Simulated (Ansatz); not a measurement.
Consider MgO in the rock salt structure (space group Fm-3m, No. 225; a = 4.159 Å). Axes: x, y, z lie along the cube axes.

Level of theory: DFT with LDA, PAW potentials and a 420 eV plane-wave cutoff in Ansatz (a quantum-chemistry and plane-wave program), without spin-orbit coupling.

Before the change:

| Property | Result |
|---|---|
| Band gap | 5.03 eV |
| Valence-band top at Γ | 0.00, 0.00, 0.00 eV |

It is then changed as follows: the cell is stretched by 0.50 % along z with no lateral relaxation; the atoms relax in the strained cell.

Estimate the effect on the stress, energy relative to the base, band gap and valence-band top at Γ.

The stress (xx, yy, zz, yz, xz, xy; compression positive) is (-0.48, -0.48, -1.59, 0.00, 0.00, 0.00) GPa; the energy hardly moves; the band gap drops by 0.058 eV, from 5.03 eV to 4.98 eV; the valence-band top at Γ (three highest levels, from the VBM) becomes 0.00, -0.01, -0.01 eV (base: 0.00, 0.00, 0.00 eV).

Whether these cells are dynamically stable was not tested.
